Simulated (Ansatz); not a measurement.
The reference is ZnO in the wurtzite structure (space group P6_3mc, No. 186; a = 3.187 Å, c = 5.153 Å). Axes: x lies along a and z along c of the hexagonal cell.

Structures relaxed with Ansatz (a program for electronic structure), LDA, PAW, cutoff 420 eV, without spin-orbit coupling.

Base:

Simulated powder pattern, Co Kα, λ = 1.79026 Å (kinematic, ideal powder, no thermal factors, no anomalous dispersion; the 10 strongest lines at most, above 2 %, up to 2θ = 90°):

```tsv
2θ (°)	I/Imax (%)	hkl
37.85	51	(100)
40.66	39	(002)
43.18	100	(101)
56.76	22	(102)
68.35	33	(110)
75.74	33	(103)
80.88	5.1	(200)
82.68	29	(112)
84.37	15	(201)
88.04	2.7	(004)
```

One thing is altered: tensile biaxial strain of 1.80 % in the plane normal to [001], as in epitaxy on a mismatched substrate; the out-of-plane cell vector and the atoms relax.

Q: Where do the lines fall after the change?

A: 
Simulated powder pattern, Co Kα, λ = 1.79026 Å (kinematic, ideal powder, no thermal factors, no anomalous dispersion; the 10 strongest lines at most, above 2 %, up to 2θ = 90°):

```tsv
2θ (°)	I/Imax (%)	hkl
37.16	54	(100)
41.49	39	(002)
42.76	100	(101)
56.91	23	(102)
66.98	36	(110)
76.57	31	(103)
79.16	5.4	(200)
81.95	31	(112)
82.80	16	(201)
```

The indices refer to the base's conventional cell; one index is shown for lines that coincide.

No phonon test of stability was made.
